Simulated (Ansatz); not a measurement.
# Ru: isotropic strain −2.00 %

Take Ru in the hcp (Mg type) structure (space group P6_3/mmc, No. 194; a = 2.704 Å, c = 4.263 Å; relaxed with 0.1 eV smearing) as the base.

Modification: the cell is scaled by 0.9800 in all directions; the atoms relax in the strained cell.

All numbers come from plane-wave PAW DFT at the r2SCAN level (Ansatz, an electronic-structure program, 500 eV), no SOC. k-mesh 24×24×14 (Γ-centred); smearing 0.1 eV (Fermi–Dirac).

The volume per atom shrinks by 0.79 Å³, from 13.50 Å³ to 12.71 Å³ and the shortest interatomic distance falls by 0.053 Å to 2.589 Å. The energy grows by 55 meV/atom and the band gap is still zero.

Stability against distortions was not tested. All final runs are without spin polarisation.
